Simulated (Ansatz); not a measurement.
Gap of a (4,4) AlN nanotube at several levels, all on one geometry.

Levels: PBE (plane waves to 420 eV, PAW; Ansatz, a quantum-chemistry and plane-wave program); r2SCAN (plane waves to 500 eV, PAW; Ansatz); HSE06 (Ansatz). Unmarked values and the geometry are of the first. Mesh 1×1×10. No spin polarisation. One-dimensional cell, images about 11 Å apart. A hypothetical model, rolled from the flat sheet. Only distortions within the start's symmetry and period were free. HSE06 ran on a 1×1×6 mesh and at PBE's edge points.

| level | gap (eV) |
|---|---|
| PBE | 2.53 |
| r2SCAN | ___ |
| HSE06 | 3.62 |

Complete the blanks.


- r2SCAN, gap (eV): 2.90
